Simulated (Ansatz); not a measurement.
Functionals compared on the (211) surface of fcc Pt in its 1x1 cell, outermost plane spacing 0.81 Å in the ideal cut, in Ansatz (plane waves, PAW). The structure was relaxed with PBE; the other rows are single points on it, each with its references at the same level. Cutoff 420 eV (500 eV for r2SCAN).

Slab: 13 atoms, 9.7 Å thick at the start (thin: gaps and levels are the slab's own); k 13x6x1, smearing 0.1 eV, dipole-corrected; all atoms relaxed; start symmetry kept, larger cells not searched; no spin, no spin-orbit, no U. These notes are the PBE run's.

```tsv
functional	surface energy (J/m²)	work function of the top face (eV)	rough cost of the single point
PBE	1.69	5.55	–
LDA	2.32	5.93	about 2.7 core-minutes (a rough figure)
PBEsol	2.13	5.67	very roughly 2.5 core-minutes
RPBE	1.43	5.38	roughly 2.7 core-minutes
r2SCAN	1.91	5.60	very roughly 5 core-minutes
```

Ansatz is a first-principles code.
